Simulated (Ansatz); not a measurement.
Ansatz (a first-principles code) run on VCu3Se4 (P-43m, 8 atoms in the cell): relaxation of cell and atoms.

Method: LDA (PW92), default PAW files made with PBE (plane waves; Ansatz).

The change in words: atoms on their sites; basis.ecutwfc: 420 eV → 355 eV; relax: default → cell and atoms. Reference geometry:
```
CELL_PARAMETERS angstrom
      5.60305     0.00000     0.00000
      0.00000     5.60305     0.00000
      0.00000     0.00000     5.60305
ATOMIC_POSITIONS crystal
  V  0.00515 0.00515 0.00515
  Cu 0.00000 0.50000 0.00000
  Cu 0.50000 0.00000 0.00000
  Cu 0.00000 0.00000 0.50000
  Se 0.24334 0.24334 0.24334
  Se 0.24334 0.75666 0.75666
  Se 0.75666 0.75666 0.24334
  Se 0.75666 0.24334 0.75666
```

Reference input (self-consistent single point, DFT, LDA (PW92), plane waves, default PAW files made with PBE): basis.ecutwfc = 420 eV; kpoints.mp_grid.grid = 3 3 3; hamiltonian.xc = lda; hamiltonian.pseudopotentials = {kind: paw} (the program's default PAW files); scf.occupations.method = fixed. This run's input differs from it in these lines:

Ansatz 0.2 input:
```diff
@@ -6,3 +6,3 @@
   atoms:
-    - { symbol: V, position: [0.00515200, 0.00515200, 0.00515200] }
+    - { symbol: V, position: [0.00000000, 0.00000000, 0.00000000] }
     - { symbol: Cu, position: [0.00000000, 0.50000000, 0.00000000] }
@@ -15,3 +15,3 @@
 basis:
-  ecutwfc: 420.0 eV
+  ecutwfc: 355.0 eV
 kpoints:
@@ -23,2 +23,4 @@
   occupations: { method: fixed }
+relax:
+  cell: {}
 output:
```

Log, with long lists cut:

```
   [... SCF lines of the steps left out ...]
relax step   1: F+E_penalty+E_count = -44063.97618784 eV  Δ(F+E_penalty+E_count) = +0.000e0 eV  max|allowed force component| = 3.056e-1 eV/Å  Δτ_max = 0.0000 Å  P = -5.222 GPa  Ω = 175.903 Å³  (10 SCF iters, dr2 threshold 1.00e-7 eV, accepted)
relax step   2: F+E_penalty+E_count = -44064.22852536 eV  Δ(F+E_penalty+E_count) = -2.523e-1 eV  max|allowed force component| = 7.293e-2 eV/Å  Δτ_max = 0.0314 Å  P = -1.032 GPa  Ω = 164.210 Å³  energy of the carried Pulay correction = +5.849e-2 eV  [...]
   [... lines left out ...]
relax step   6: F+E_penalty+E_count = -44064.21248673 eV  Δ(F+E_penalty+E_count) = -1.270e-2 eV  max|allowed force component| = 8.713e-4 eV/Å  Δτ_max = 0.0100 Å  P = +0.043 GPa  Ω = 160.335 Å³  energy of the carried Pulay correction = +9.781e-3 eV  [...]
relax step   7: F+E_penalty+E_count = -44064.20146409 eV  Δ(F+E_penalty+E_count) = +1.102e-2 eV  max|allowed force component| = 6.691e-4 eV/Å  Δτ_max = 0.0000 Å  P = -0.033 GPa  Ω = 160.335 Å³  stress off target by 3.26e-2 GPa  SCF on the basis [...]
basis re-selected at this cell: Δ(F+E_penalty+E_count) = +1.102e-2 eV, ΔP = -0.075 GPa vs the last step
the relaxation is at rest under the 24 symmetry operations that the run kept from its start: a minimum is not shown …
Free energy (F): -44064.201464 eV
Internal energy: -44064.201464 eV  (E = F + TS)
E sigma→0 (E₀):  -44064.201464 eV
Fermi energy:    8.858538 eV
--- Forces (eV/Å), atoms counted from 1 ---
  atom   1  V      0.00000000     0.00000000    -0.00000000
  atom   2  Cu    -0.00000000    -0.00000000     0.00000000
   [... lines left out ...]
  cell:  # Å, volume = 160.3345 Å³
   [... lines left out ...]
    - { symbol: Se, position: [0.24788793639137116, 0.24788793639137116, 0.24788793639137116] }
    - { symbol: Se, position: [0.24788793639137116, 0.7521120636086288, 0.7521120636086288] }
    - { symbol: Se, position: [0.7521120636086288, 0.7521120636086288, 0.24788793639137116] }
    - { symbol: Se, position: [0.7521120636086288, 0.24788793639137116, 0.7521120636086288] }
```

The run converged. 

Summary of the result:
* **Free energy E − TS (on the zero of these files)**: -44064.2015 eV
* **Top of the valence band (on the code's own zero)**: 8.86 eV
* **Gap on the k-point mesh**: 1.35 eV
* **Pressure**: -0.03 GPa
* **Largest force (vector length)**: 0.001 eV/Å
* **Final cell**: a = 5.4326 Å, b = 5.4326 Å, c = 5.4326 Å, α = 90.00°, β = 90.00°, γ = 90.00°
* **Final volume per atom**: 20.04 Å³
* **Relaxation steps**: 7

The starting cell comes from a database of computed structures (which also holds hypothetical and non-ambient phases and stackings), without a prior relaxation at this level. Its lattice was rescaled by up to half a per cent. The relaxation keeps the symmetry of its start, so its end need not be a minimum. Ansatz's pressure includes its estimate of the finite-basis (Pulay) stress. Without the estimate this run gives -0.94 GPa. The cutoff lies below the one recommended for these files.

Cost on one core of a shared machine: roughly 50 s.
